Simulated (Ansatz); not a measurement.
A computed series for hypothetical rock salt ZrSi: response to strain

Start from ZrSi in the rock salt structure (space group Fm-3m, No. 225; a = 5.341 Å; a hypothetical phase, not in the database extracts checked). Axes: x, y, z lie along the cube axes.

Strains are applied to the cell and any free atomic positions relax; under biaxial strain the out-of-plane vector relaxes too.

Method: plane-wave PAW DFT at the PBEsol level (Ansatz, an electronic-structure program, 420 eV), no spin-orbit coupling.

Notes on the quantities. energy relative to the base: free energy F; pressure: mean of the normal stresses, compression positive.

| change | energy relative to the base | space group | pressure | shortest interatomic distance |
|---|---|---|---|---|
| base | 0 meV/atom | Fm-3m (No. 225) | 0.0 GPa | 2.671 Å |
| biaxial strain −2.33 %, plane normal [001], relaxed out of plane | +22 meV/atom | I4/mmm (No. 139) | 5.6 GPa | 2.608 Å |
| biaxial strain −0.75 %, plane normal [001], relaxed out of plane | +2.1 meV/atom | I4/mmm (No. 139) | 1.6 GPa | 2.651 Å |
| biaxial strain −2.73 %, plane normal [110], relaxed out of plane | +18 meV/atom | Immm (No. 71) | 3.9 GPa | 2.598 Å |
| uniaxial strain ε_xx = −2.66 % | +13 meV/atom | I4/mmm (No. 139) | 3.6 GPa | 2.600 Å |
| uniaxial strain ε_xx = +0.96 % | +1.5 meV/atom | I4/mmm (No. 139) | -1.1 GPa | 2.671 Å |
| uniaxial strain ε_yy = −1.30 % | +3.0 meV/atom | I4/mmm (No. 139) | 1.7 GPa | 2.636 Å |
| uniaxial strain ε_yy = −1.01 % | +1.8 meV/atom | I4/mmm (No. 139) | 1.3 GPa | 2.644 Å |
| uniaxial strain ε_zz = +0.90 % | +1.3 meV/atom | I4/mmm (No. 139) | -1.1 GPa | 2.671 Å |
| tensor shear ε_xy = +1.09 % | +0.5 meV/atom | Immm (No. 71) | 0.0 GPa | 2.671 Å |

Without a gap, meshes like the base's 15×15×15 leave anisotropic stresses uncertain by several tenths of a GPa, and small strain energies with them. Stability against distortions was not tested. The final runs are not spin-polarised.
